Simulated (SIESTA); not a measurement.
## Input and output of a self-consistent single point for LaMg6Bi (Amm2, 8 atoms in the cell) (SIESTA)

Method: GGA PBEsol, numerical atomic orbitals DZP, PseudoDojo PBEsol standard norm-conserving potentials (rewritten from UPF to PSML) (SIESTA).

Input as run:

```
# files in the folder: La.psml Mg.psml Bi.psml (PseudoDojo PBEsol standard)
SystemName  LaMg6Bi
SystemLabel LaMg6Bi

NumberOfAtoms                8
NumberOfSpecies              3
%block ChemicalSpeciesLabel
  1 57 La
  2 12 Mg
  3 83 Bi
%endblock ChemicalSpeciesLabel
LatticeConstant              5.334760 Ang
%block LatticeVectors
     1.000000000    0.000000000    0.000000000
     0.000000000    0.597137453    1.176443739
     0.000000000   -0.597137453    1.176443739
%endblock LatticeVectors
AtomicCoordinatesFormat      Bohr
%block AtomicCoordinatesAndAtomicSpecies
     5.040617670   -0.000000000    4.202474595  1
     5.040617670    2.999346604    9.983990416  2
     5.040617670   -2.999346604    9.983990416  2
     0.000000000    3.005246089   13.447586625  2
     0.000000000   -3.005246089   13.447586625  2
     0.000000000    0.000000000    8.190283079  2
     0.000000000    0.000000000   19.804312746  2
     5.040617670    0.000000000   15.819825064  3
%endblock AtomicCoordinatesAndAtomicSpecies

XC.functional                GGA
XC.authors                   PBEsol
PAO.BasisSize                DZP
PAO.EnergyShift              0.01 Ry
MeshCutoff                   300 Ry
%block kgrid.MonkhorstPack
    4   0   0  0.0
    0   3   0  0.0
    0   0   3  0.0
%endblock kgrid.MonkhorstPack
OccupationFunction           MP
OccupationMPOrder            1
ElectronicTemperature        0.1 eV

MaxSCFIterations             150
SCF.Mixer.Method             Pulay
SCF.Mixer.Weight             0.25
SCF.Mixer.History            8
SCF.DM.Tolerance             1.0E-04
Diag.ParallelOverK           true
WriteForces                  true
```

Output (repeated stretches shortened):

```
reinit: Reading from file input.fdf

reinit: System Name: LaMg6Bi
reinit: System Label: LaMg6Bi

coor:   Atomic-coordinates input format  =     Cartesian coordinates
coor:                                            (in Bohr units)

siesta: Atomic coordinates (Bohr) and species
siesta:      5.04062  -0.00000   4.20247  1        1
siesta:      5.04062   2.99935   9.98399  2        2
siesta:      5.04062  -2.99935   9.98399  2        3
siesta:      0.00000   3.00525  13.44759  2        4
siesta:      0.00000  -3.00525  13.44759  2        5
siesta:      0.00000   0.00000   8.19028  2        6
siesta:      0.00000   0.00000  19.80431  2        7
siesta:      5.04062   0.00000  15.81983  3        8

siesta: System type = bulk

initatomlists: Number of atoms, orbitals, and projectors:      8    91   112

siesta: ******************** Simulation parameters ****************************
redata: Spin configuration                          = none
redata: Time-Reversal Symmetry                      = T
redata: Number of Atomic Species                    =        3
redata: Mesh Cutoff                                 =   300.0000 Ry
redata: Net charge of the system                    =     0.0000 |e|
redata: Min. number of SCF Iter                     =        0
redata: Max. number of SCF Iter                     =      150
redata: SCF convergence failure will abort job
redata: SCF mix quantity                            = Hamiltonian
redata: Mix DM or H after convergence               =   F
redata: Recompute H after scf cycle                 =   F
redata: Mix DM in first SCF step                    =   T
redata: No kicks to SCF
redata: DM Mixing Weight for Kicks                  =     0.5000
redata: Require Harris convergence for SCF          =   F
redata: Harris energy tolerance for SCF             =     0.000100 eV
redata: Require DM convergence for SCF              =   T
   [... lines left out ...]
diag: Used triangular part                          = Lower
diag: Absolute tolerance                            =  0.100E-15
diag: Orthogonalization factor                      =  0.100E-05
diag: Memory factor                                 =  1.0000

superc: Internal auxiliary supercell:     5 x     5 x     5  =     125
superc: Number of atoms, orbitals, and projectors:   1000  11375  14000

                        Single-point calculation

superc: Internal auxiliary supercell:     5 x     5 x     5  =     125
superc: Number of atoms, orbitals, and projectors:   1000  11375  14000

outcell: Unit cell vectors (Ang):
        5.334760    0.000000    0.000000
        0.000000    3.185585    6.276045
        0.000000   -3.185585    6.276045

outcell: Cell vector modules (Ang)   :    5.334760    7.038231    7.038231
outcell: Cell angles (23,13,12) (deg):     53.8227     90.0000     90.0000
outcell: Cell volume (Ang**3)        :    213.3144
new_DM -- step:     1
Initializing Density Matrix...

Attempting to read DM from file... Failed...
DM filled with atomic data:

InitMesh: MESH = 72 x 72 x 72 = 373248
InitMesh: Mesh cutoff (required, used) =   300.000   363.743 Ry

stepf: Methfessel-Paxton step function
       Using Hermite-Gauss polynomials of order  1
        iscf     Eharris(eV)        E_KS(eV)     FreeEng(eV)     dDmax    Ef(eV) dHmax(eV)
   scf:    1   -12838.624728   -12852.654651   -12852.657983  1.748724 -3.230688  5.756185
   scf:    2   -12854.425233   -12854.317202   -12854.317067  0.295563 -3.088590  2.633660
   scf:    3   -12854.546952   -12854.450531   -12854.448431  0.053431 -3.131907  1.854184
   scf:    4   -12854.595715   -12854.531854   -12854.529276  0.081857 -3.189523  0.204646
   scf:    5   -12854.534416   -12854.533851   -12854.531512  0.007276 -3.189809  0.043383
   scf:    6   -12854.534367   -12854.534145   -12854.531775  0.002045 -3.191098  0.029779
   scf:    7   -12854.534251   -12854.534207   -12854.531840  0.001895 -3.191501  0.011019
   scf:    8   -12854.534197   -12854.534203   -12854.531848  0.000680 -3.191631  0.003103
   scf:    9   -12854.534191   -12854.534197   -12854.531849  0.000129 -3.191761  0.000983
   scf:   10   -12854.534196   -12854.534197   -12854.531849  0.000048 -3.191845  0.000213
SCF Convergence by DM+H criterion
max |DM_out - DM_in|         :     0.0000482529
max |H_out - H_in|      (eV) :     0.0002125880
SCF cycle converged after 10 iterations

Using DM_out to compute the final energy and forces

siesta: E_KS(eV) =           -12854.5342

siesta: E_KS - E_eggbox =    -12854.5342

siesta: Atomic forces (eV/Ang):
     1    0.000000   -0.000000    0.059403
     2   -0.000000    0.035782    0.097079
     3   -0.000000   -0.035782    0.097079
     4    0.000000    0.064399    0.083078
     5    0.000000   -0.064399    0.083078
     6   -0.000000    0.000000   -0.121468
     7   -0.000000   -0.000000   -0.293103
     8   -0.000000   -0.000000    0.059562
   Tot   -0.000000    0.000000    0.064709
   Max    0.293103
   Res    0.079385    sqrt( Sum f_i^2 / 3N )
   Max    0.293103    constrained

Stress tensor Voigt[x,y,z,yz,xz,xy] (kbar):        7.61        6.58       10.15       -0.00        0.00        0.00
(Free)E + p*V (eV/cell)   -12855.6117
Target enthalpy (eV/cell)   -12854.5318

siesta: Program's energy decomposition (eV):
siesta: Ebs     =     -3224.777062
siesta: Eions   =     15638.151203
siesta: Ena     =      1234.017797
siesta: Ekin    =      6778.935128
siesta: Enl     =     -3243.205468
siesta: Eso     =         0.000000
siesta: Edftu   =         0.000000
siesta: DEna    =        81.121060
siesta: DUscf   =         2.385381
siesta: DUext   =         0.000000
siesta: Ex      =     -1931.645305
siesta: Ec      =      -137.991585
siesta: Exc     =     -2069.636891
siesta: Eharris =    -12854.534196
siesta: Etot    =    -12854.534197
siesta: FreeEng =    -12854.531849

siesta: Atomic forces (eV/Ang):
siesta:      1    0.000000   -0.000000    0.059403
siesta:      2   -0.000000    0.035782    0.097079
siesta:      3   -0.000000   -0.035782    0.097079
siesta:      4    0.000000    0.064399    0.083078
siesta:      5    0.000000   -0.064399    0.083078
siesta:      6   -0.000000    0.000000   -0.121468
siesta:      7   -0.000000   -0.000000   -0.293103
siesta:      8   -0.000000   -0.000000    0.059562
siesta: ----------------------------------------
siesta:    Tot   -0.000000    0.000000    0.064709

siesta: Stress tensor (static) (eV/Ang**3):
siesta:     0.004750    0.000000    0.000000
siesta:     0.000000    0.004105    0.000000
siesta:     0.000000   -0.000000    0.006332

siesta: Cell volume =        213.314378 Ang**3

siesta: Pressure (static):
siesta:                Solid            Molecule  Units
siesta:          -0.00005513         -0.00004072  Ry/Bohr**3
siesta:          -0.00506221         -0.00373873  eV/Ang**3
siesta:          -8.11056124         -5.99010731  kBar
```

The run converged in 10 iterations.

The starting cell comes from a database of computed structures (which also holds hypothetical and non-ambient phases and stackings), without a prior relaxation at this level. Values carry the incompleteness of an atom-centred basis.

Cost on one core of a shared machine: roughly 30 s.
